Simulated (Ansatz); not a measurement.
Start from Sr in the fcc (Cu type) structure (space group Fm-3m, No. 225; a = 6.100 Å).

The values are results of r2SCAN, PAW, 500 eV (Ansatz, a first-principles code; no spin-orbit coupling), not measurements.

Base values:

```
Property            Value
---------------  --------
Volume per atom  56.74 Å³
```

Modification: Y takes the place of Sr on all its sites, then cell and atoms are relaxed.

Tabulated Pauling electronegativity and covalent radius: Sr 0.95, 1.95 Å; Y 1.22, 1.90 Å.

Problem. How does this affect the volume per atom?

Solution. The volume per atom decreases by 23.536 Å³, from 56.74 Å³ to 33.21 Å³.

No phonon test of stability was made. The final runs are not spin-polarised. This is not the structure that Y has at room temperature and ambient pressure.
